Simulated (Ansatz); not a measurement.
Consider LiF in the rock salt structure (space group Fm-3m, No. 225).

```yaml
crystal:
  lattice:
    - [0.00000, 2.00393, 2.00393]
    - [2.00393, 0.00000, 2.00393]
    - [2.00393, 2.00393, 0.00000]
  atoms:
    - { symbol: Li, position: [0.00000, 0.00000, 0.00000] }
    - { symbol: F, position: [0.50000, 0.50000, 0.50000] }
```

Cartesian axes are those of the cell as printed.

Level of theory: Ansatz (a quantum-chemistry and plane-wave program) PBEsol, no SOC.

Base values:

Band gap: 9.05 eV
Shortest interatomic distance: 200.4 pm

Now apply this change: tensor shear ε_xy = +1.14 % (engineering shear γ = 0.0228); the atoms relax in the strained cell.

### Question
What does the calculation give for the band gap, energy relative to the base, stress and shortest interatomic distance after the change?

### Answer
The band gap decreases by 0.06 eV, from 9.05 eV to 8.99 eV; the energy grows by 0.8 meV/atom; the stress (xx, yy, zz, yz, xz, xy; compression positive) is (0.02, 0.02, -0.03, 0.00, 0.00, -1.41) GPa; the shortest interatomic distance stays 200.4 pm.

Stability against distortions was not tested.
